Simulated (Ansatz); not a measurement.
Base system: AlN in the zinc blende structure (space group F-43m, No. 216).

```yaml
crystal:
  lattice:
    - [0.00000, 2.18887, 2.18887]
    - [2.18887, 0.00000, 2.18887]
    - [2.18887, 2.18887, 0.00000]
  atoms:
    - { symbol: Al, position: [0.00000, 0.00000, 0.00000] }
    - { symbol: N, position: [0.25000, 0.25000, 0.25000] }
```

Calculations: Ansatz (a first-principles code), PBEsol, PAW, cutoff 420 eV, no spin-orbit coupling.

Base values:

The band gap is 3.19 eV and the smallest direct gap is 4.06 eV.

It is then changed as follows: the cell is scaled by 1.0300 in all directions; the atoms relax in the strained cell.

What happens to the energy relative to the base?

The energy rises by 49 meV/atom.

What does the calculation give for the band gap after the change?

The band gap falls by 0.05 eV to 3.14 eV.

How does this affect the smallest direct gap?

The smallest direct gap drops by 0.75 eV, from 4.06 eV to 3.31 eV.

Whether these cells are dynamically stable was not tested. This is not the structure that AlN has at room temperature and ambient pressure.
